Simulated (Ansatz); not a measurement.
**A computed series for Ta: response to strain**

Take Ta in the bcc (W type) structure (space group Im-3m, No. 229; a = 3.254 Å; relaxed with 0.1 eV smearing) as the base. Axes: x, y, z lie along the cube axes.

Strains are applied to the cell and any free atomic positions relax; under biaxial strain the out-of-plane vector relaxes too.

All numbers come from DFT with LDA, PAW potentials and a 420 eV plane-wave cutoff in Ansatz (an electronic-structure program), no spin-orbit coupling.

```json
[
 {"biaxial strain, plane normal [001], relaxed out of plane (%)": "0", "out-of-plane strain (%)": "0.00"},
 {"biaxial strain, plane normal [001], relaxed out of plane (%)": "0.5", "out-of-plane strain (%)": "-0.58"},
 {"biaxial strain, plane normal [001], relaxed out of plane (%)": "1", "out-of-plane strain (%)": "-1.16"},
 {"biaxial strain, plane normal [001], relaxed out of plane (%)": "1.5", "out-of-plane strain (%)": "?"},
 {"biaxial strain, plane normal [001], relaxed out of plane (%)": "2", "out-of-plane strain (%)": "-2.34"},
 {"biaxial strain, plane normal [001], relaxed out of plane (%)": "2.5", "out-of-plane strain (%)": "-2.95"},
 {"biaxial strain, plane normal [001], relaxed out of plane (%)": "3", "out-of-plane strain (%)": "-3.60"}
]
```

### Question
Fit ε⊥ = −νε + γε² (strains in %) to the rows shown and predict the withheld row.

### Answer
Least squares on the printed values gives ν = 1.13 (the biaxial Poisson response) and γ = -0.023 (largest residual 0.01 %); this predicts -1.74 %, and the run gives -1.74 %, in agreement.

Stability against distortions was not tested. All final runs are without spin polarisation.
